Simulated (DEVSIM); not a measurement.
abrupt Si n-p junction

System: abrupt Si n-p junction, at 300 K.

| layer (left to right) | material | thickness (μm) | Nd (cm⁻³) | Na (cm⁻³) | τn (s) | τp (s) |
|---|---|---|---|---|---|---|
| 1 | Si | 16.0 | 8e16 | - | 2.4e-5 | 2.4e-5 |
| 2 | Si | 260 | - | 1.3e16 | 2.4e-5 | 2.4e-5 |

Left contact: ohmic. Right contact: ohmic. Voltage is applied to the left contact. Recombination: SRH at mid-gap, radiative. Mobility is μmin + (μ − μmin)/(1 + (N/Nref)^α).

Constants are typed, rounded textbook-type inputs, not results; the design itself was drawn at random and stands for no fabricated device. Values at 300 K.

```csv
parameter,Si
gap (eV),1.124
affinity (eV),4.05
permittivity,11.7
Nc (cm⁻³),2.86e19
Nv (cm⁻³),3.1e19
μn (cm²/Vs),1417
μp (cm²/Vs),470
"μn,min",52
"μp,min",45
"Nref,n",9.7e16
"Nref,p",2.2e17
αn,0.68
αp,0.72
B (cm³/s),4.7e-15
```

Model (solved in DEVSIM): 1D drift-diffusion, Boltzmann statistics, complete ionisation; no tunnelling, impact ionisation, image-force lowering or self-heating.

```json
{
 "potential_step_across_the_device_at_zero_bias": "0.771 V",
 "largest_field_in_the_device_at_zero_bias": "50000 V/cm",
 "Dark forward voltage at 1 A/cm²": "0.696 V",
 "Dark forward voltage at 100 A/cm²": "1.110 V"
}
```

Dark reverse current:

```json
[
 {"V (V)": "0.20", "J (A/cm²)": "2.1e-10"},
 {"V (V)": "0.50", "J (A/cm²)": "4.1e-10"},
 {"V (V)": "1.00", "J (A/cm²)": "6.9e-10"},
 {"V (V)": "1.50", "J (A/cm²)": "9.1e-10"},
 {"V (V)": "2.00", "J (A/cm²)": "1.1e-9"},
 {"V (V)": "3.00", "J (A/cm²)": "1.4e-9"},
 {"V (V)": "4.00", "J (A/cm²)": "1.7e-9"},
 {"V (V)": "5.00", "J (A/cm²)": "2.0e-9"},
 {"V (V)": "6.50", "J (A/cm²)": "2.4e-9"},
 {"V (V)": "8.00", "J (A/cm²)": "2.7e-9"},
 {"V (V)": "10.00", "J (A/cm²)": "3.1e-9"}
]
```

Small-signal capacitance in reverse bias (quasi-static):

```
V (V)  C (nF/cm²)
-----  ----------
0.2          31.8
0.5          27.6
1            23.2
1.5          20.5
2            18.5
3            15.8
4            14.0
5            12.7
6.5          11.3
8            10.3
10           9.31
```
